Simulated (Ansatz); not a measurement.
Bond-angle distributions (per cent of the angles at each element, bins of 10°) of a relaxed model of amorphous Si30N41Al at 2.96 g/cm³. Calculation: PBE, scalar-relativistic without spin-orbit coupling (plane waves to 420 eV, PAW; Ansatz, an electronic-structure program).

The cell was made by melting and quenching with the CHGNet potential and then relaxed with DFT. N atoms were pushed apart under 1.9 Å during the dynamics, to hinder bonds among them. The hot cell started wider than the set density and was brought back towards it in steps. It is the lowest in DFT energy of 2 quenches. It is a model cell: composition and starting density were chosen by hand, and all elements were melted together. No dispersion term was used. Its density started from a set value of 2.96 and ended at 2.96 g/cm³. The simulated quench (nominally 300 K/ps over its main leg) is rapid and tends to freeze in more defects than a deposited or slowly cooled glass has. A cell of this size samples the disorder only roughly. The volume was held where the preparation left it and the shape relaxed, at a PBE pressure of -2.2 GPa (tension). Stress components on the final sampling reach 2.3 GPa.

Neighbours within Si-Si 2.60 Å, Si-N 2.06 Å, Si-Al 2.55 Å, N-N 1.70 Å, N-Al 2.30 Å, Al-Al 2.66 Å count as bonded. Two cations that share two anions don't count as bonded, nor two that share one unless they lie closer than Si-Si 2.38 Å, Si-Al 2.48 Å, Al-Al 2.59 Å.

| angle (°) | at Si | at N |
|---|---|---|
| 50-60 | 0 | 0 |
| 60-70 | 0 | 0 |
| 70-80 | 0 | 0 |
| 80-90 | 6 | 12 |
| 90-100 | 13 | 6 |
| 100-110 | 37 | 15 |
| 110-120 | 27 | 25 |
| 120-130 | 13 | 23 |
| 130-140 | 2 | 10 |
| 140-150 | 2 | 6 |
| 150-160 | 0 | 3 |
| 160-170 | 0 | 1 |
| 170-180 | 0 | 0 |

They go with these counts of neighbours within the cut-offs, cation contacts included: Si mean 4.0, most often 4; N mean 3.0, most often 3.
